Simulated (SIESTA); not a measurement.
Worked example: self-consistent single point of AgI (F-43m, 2 atoms in the cell) in SIESTA.

Method of the run: GGA PBE, numerical atomic orbitals DZP, PseudoDojo PBE standard norm-conserving potentials (rewritten from UPF to PSML) run with SIESTA.

The change in words: lattice scaled by 0.98. Reference geometry:
```yaml
crystal:
  lattice:
    - [0.00000, 3.22630, 3.22630]
    - [3.22630, 0.00000, 3.22630]
    - [3.22630, 3.22630, 0.00000]
  atoms:
    - { symbol: Ag, position: [0.00000, 0.00000, 0.00000] }
    - { symbol: I, position: [0.75000, 0.75000, 0.75000] }
```

Reference input (self-consistent single point, DFT, GGA PBE, numerical atomic orbitals DZP, PseudoDojo PBE standard norm-conserving potentials (rewritten from UPF to PSML)): XC.functional = GGA; XC.authors = PBE; potentials = PseudoDojo PBE standard; PAO.BasisSize = DZP; PAO.EnergyShift = 0.005 Ry; MeshCutoff = 350 Ry; kgrid.MonkhorstPack = 9 9 9; OccupationFunction = FD; ElectronicTemperature = 10 meV; MaxSCFIterations = 150; SCF.Mixer.Method = Pulay; SCF.Mixer.Weight = 0.2. This run's input differs from it in these lines:

```diff
@@ -10,7 +10,7 @@
 %endblock ChemicalSpeciesLabel
-LatticeConstant              4.562676 Ang
+LatticeConstant              4.471422 Ang
 %block LatticeVectors
-     0.000000000    0.707106751    0.707106751
-     0.707106751    0.000000000    0.707106751
-     0.707106751    0.707106751    0.000000000
+     0.000000000    0.707106822    0.707106822
+     0.707106822    0.000000000    0.707106822
+     0.707106822    0.707106822    0.000000000
 %endblock LatticeVectors
```

The program printed (abridged):

```
        iscf     Eharris(eV)        E_KS(eV)     FreeEng(eV)     dDmax    Ef(eV) dHmax(eV)
   scf:    1    -4557.853646    -4566.775205    -4566.775205  0.560477 -2.249837 11.948197
   scf:    2    -4571.004213    -4569.268514    -4569.268514  0.309501 -3.234031  4.606231
   scf:    3    -4569.848012    -4569.659286    -4569.659286  0.184964 -2.630501  0.542147
   scf:    4    -4569.591473    -4569.640491    -4569.640491  0.082176 -2.990525  1.158552
   scf:    5    -4569.636362    -4569.657149    -4569.657149  0.084316 -2.686904  0.658393
   [... 2 lines left out ...]
   scf:    8    -4569.665164    -4569.665154    -4569.665154  0.001635 -2.802992  0.000217
   scf:    9    -4569.665154    -4569.665154    -4569.665154  0.000025 -2.803083  0.000746
   scf:   10    -4569.665154    -4569.665154    -4569.665154  0.000034 -2.802958  0.000013
   scf:   11    -4569.665154    -4569.665154    -4569.665154  0.000001 -2.802956  0.000000
SCF Convergence by DM+H criterion
max |DM_out - DM_in|         :     0.0000006002
max |H_out - H_in|      (eV) :     0.0000002186
SCF cycle converged after 11 iterations

Using DM_out to compute the final energy and forces

siesta: E_KS(eV) =            -4569.6652

siesta: E_KS - E_eggbox =     -4569.6652

siesta: Atomic forces (eV/Ang):
     1    0.000079    0.000079    0.000079
     2   -0.000079   -0.000079   -0.000079
   Tot   -0.000000   -0.000000   -0.000000
   Max    0.000079
   Res    0.000079    sqrt( Sum f_i^2 / 3N )
   Max    0.000079    constrained

Stress tensor Voigt[x,y,z,yz,xz,xy] (kbar):      -59.40      -59.40      -59.40       -0.06       -0.06       -0.06
(Free)E + p*V (eV/cell)    -4567.3216
Target enthalpy (eV/cell)    -4569.6652

siesta: Program's energy decomposition (eV):
siesta: FreeEng =     -4569.665154

   [... lines left out ...]
siesta:    -0.037072   -0.000036   -0.000036
siesta:    -0.000036   -0.037072   -0.000036
siesta:    -0.000036   -0.000036   -0.037072

siesta: Cell volume =         63.215278 Ang**3

siesta: Pressure (static):
siesta:                Solid            Molecule  Units
siesta:           0.00040376          0.00040383  Ry/Bohr**3
siesta:           0.03707186          0.03707779  eV/Ang**3
siesta:          59.39566135         59.40516509  kBar
```

The run converged in 11 iterations. Against the reference run the free energy goes up by 53.1 meV/atom, the pressure goes from 2.87 to 5.94 GPa and the gap on the mesh goes from 1.795 to 1.862 eV.

The starting cell comes from a database of computed structures (which also holds hypothetical and non-ambient phases and stackings), without a prior relaxation at this level. Its lattice was rescaled by a random factor within 2.5 % of one. For this run, on top of that: lattice scaled by 0.98. Spin-orbit coupling is off. Values carry the incompleteness of an atom-centred basis. With a pressure of about 6 GPa the cell is away from its equilibrium volume at this level.
